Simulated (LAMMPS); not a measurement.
MD of Al (fcc) with 10 % of Al sites Cu at zero pressure over temperature, 4000 atoms; each row names its start.

All values are model results, not measurements: classical MD, pair style eam/alloy, file AlCu.eam.alloy, run in LAMMPS.

| T (K), start | state | volume | enthalpy | first peak of g(r), Al-Cu | coordination number of Al by Cu | D(Al) | D(Cu) |
|---|---|---|---|---|---|---|---|
| 300, crystal | crystal; no diffusion seen in 30 ps | 16.3660 ± 0.0005 Å³/atom | -3.3208 ± 0.0001 eV/atom | 2.79 Å, height 5.9 | 1.21 (counted to 3.42 Å) | - | - |
| 680, crystal | crystal; no diffusion seen in 30 ps | 16.984 ± 0.001 Å³/atom | -3.2115 ± 0.0002 eV/atom | 2.77 Å, height 3.8 | 1.21 (counted to 3.54 Å) | - | - |
| 930, melt | liquid | 18.448 ± 0.001 Å³/atom | -3.0563 ± 0.0002 eV/atom | 2.66 Å, height 3.0 | 1.30 (counted to 3.82 Å) | (5.33 ± 0.06) × 10^-5 cm²/s | (4.5 ± 0.2) × 10^-5 cm²/s |
| 1120, melt | liquid | 19.032 ± 0.002 Å³/atom | -2.9904 ± 0.0002 eV/atom | 2.66 Å, height 2.8 | 1.29 (counted to 3.86 Å) | (9.2 ± 0.1) × 10^-5 cm²/s | (7.9 ± 0.5) × 10^-5 cm²/s |
| 1370, melt | liquid | 19.874 ± 0.004 Å³/atom | -2.9060 ± 0.0003 eV/atom | 2.65 Å, height 2.6 | 1.24 (counted to 3.86 Å) | (1.49 ± 0.01) × 10^-4 cm²/s | (1.31 ± 0.04) × 10^-4 cm²/s |

Caution (rows 300, crystal; 680, crystal): the random arrangement on this lattice is imposed, and need not be a phase that exists in equilibrium.

Caution (rows 680, crystal; 930, melt; 1120, melt; 1370, melt): a run this short can hold a crystal over, or a liquid under, the potential's own melting point, which these runs don't give.

States go by the mean squared displacement: a species diffuses where it passes 1.5 Å², still rises and gives D over 1e-6 cm²/s; a crystal has left its structure where atoms lie 0.35 Å off their sites on average or a cubic box changes its shape by 3 %, or the axial ratios of another lie 8 % off the starting cell's, which the potential's own relaxation can also do.

Errors of D are the spread over four groups of atoms in one short run; a floor of about 5 %, a picked value, is safer.

Uncertainties are statistical and leave out the potential's own error.
